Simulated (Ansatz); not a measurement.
Band-edge transport in semiconductors and insulators: CdS (P6_3mc) under several functionals (Ansatz, an electronic-structure program, without spin-orbit coupling). The PBE cell:

```
CELL_PARAMETERS angstrom
      4.19630     0.00000     0.00000
     -2.09815     3.63410     0.00000
      0.00000     0.00000     6.82891
ATOMIC_POSITIONS crystal
  Cd 0.66667 0.33333 0.50023
  Cd 0.33333 0.66667 0.00023
  S  0.66667 0.33333 0.87677
  S  0.33333 0.66667 0.37677
```

| Functional | cell relaxed with | volume (Å³/atom) | band gap | electron conductivity mass | hole conductivity mass | Seebeck coefficient, n-type 1e19 cm⁻³ |
|---|---|---|---|---|---|---|
| PBE | PBE | 26.03 | 1.11 eV | 0.138 mₑ | 1.32 mₑ | -84 μV/K |
| PBEsol | PBEsol | 24.71 | 1.09 eV | 0.133 mₑ | 1.19 mₑ | -81 μV/K |

For the band gap, PBE gives 1.11 eV and PBEsol 1.09 eV: the two agree within 2 %.

Masses are for dilute carriers at 300 K, harmonic means over directions unless an axis is named. Seebeck coefficients are for the stated density at 300 K, with one relaxation time for all states and whether or not that doping can be reached. Spin-orbit coupling is left out.
